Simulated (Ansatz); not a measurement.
Take GaN in the wurtzite structure (space group P6_3mc, No. 186) as the base.

```
GaN
1.0
    3.15179     0.00000     0.00000
   -1.57589     2.72953     0.00000
    0.00000     0.00000     5.13834
Ga N
2 2
Cartesian
  0.00000   1.81969   0.00152
  1.57589   0.90984   2.57069
  0.00000   1.81969   1.93564
  1.57589   0.90984   4.50481
```

Cartesian axes are those of the cell as printed.

The values are results of LDA in Ansatz (plane waves to 420 eV, PAW, without spin-orbit coupling), not measurements.

Modification: uniaxial strain ε_xx = −2.40 %, all other strain components held at zero, atoms relaxed at fixed cell.

Predict the stress tensor and what it implies for the stiffness.

Stress of the strained cell less that of the base (GPa, compression positive):
```
   9.28    0.00    0.00
   0.00    3.55    0.00
   0.00    0.00    2.57
```

Then −Δσ_ii/ε with ε = -0.0240 gives secant stiffness values (nonlinear terms included at this strain): C11 ≈ 387 GPa, C12 ≈ 148 GPa and C13 ≈ 107 GPa.

As a check, the harmonic strain energy −½ V₀ Δσ:ε is 7.7 meV/atom; the computed energy rise is 7.5 meV/atom.

Stability against distortions was not tested.

Ansatz is an electronic-structure program.
